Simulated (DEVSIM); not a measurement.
abrupt Si n-p junction

System: abrupt Si n-p junction, at 300 K.

```tsv
layer (left to right)	material	thickness (μm)	Nd (cm⁻³)	Na (cm⁻³)	τn (s)	τp (s)
1	Si	1.00	2.4e18	-	7.4e-6	7.4e-6
2	Si	190	-	1.3e14	7.4e-6	7.4e-6
```

Left contact: ohmic. Right contact: ohmic. Voltage is applied to the left contact. Recombination: SRH at mid-gap, radiative. Mobility is μmin + (μ − μmin)/(1 + (N/Nref)^α).

The device is made up for the run: typed textbook-type constants, with dimensions and the other settings drawn at random. Values at 300 K.

```
parameter           Si
-------------  -------
gap (eV)         1.124
affinity (eV)     4.05
permittivity      11.7
Nc (cm⁻³)      2.86e19
Nv (cm⁻³)       3.1e19
μn (cm²/Vs)       1417
μp (cm²/Vs)        470
μn,min              52
μp,min              45
Nref,n          9.7e16
Nref,p          2.2e17
αn                0.68
αp                0.72
B (cm³/s)      4.7e-15
```

DEVSIM, 1D drift-diffusion, Boltzmann statistics, complete ionisation; no tunnelling, impact ionisation, image-force lowering or self-heating.

```
Quantity                                            Value
---------------------------------------------  ----------
Potential step across the device at zero bias     0.740 V
Largest field in the device at zero bias       85000 V/cm
Dark forward voltage at 1 A/cm²                   0.660 V
Dark forward voltage at 100 A/cm²                 1.201 V
```

Dark forward current:

(V (V), J (A/cm²)): (-0.05, -8.7e-9); (-0.10, -4.2e-8); (-0.15, -2.0e-7); (-0.20, -1.1e-6); (-0.30, -4.4e-5); (-0.35, -0.00030); (-0.40, -0.0019); (-0.45, -0.011); (-0.50, -0.044); (-0.55, -0.14); (-0.60, -0.36); (-0.70, -1.9); (-0.75, -3.7); (-0.80, -7.0); (-0.85, -12); (-0.90, -19); (-0.95, -29); (-1.05, -54); (-1.10, -68); (-1.15, -84); (-1.20, -100); (-1.25, -120); (-1.30, -130); (-1.35, -150); (-1.45, -180); (-1.50, -190); (-1.55, -200); (-1.60, -220)
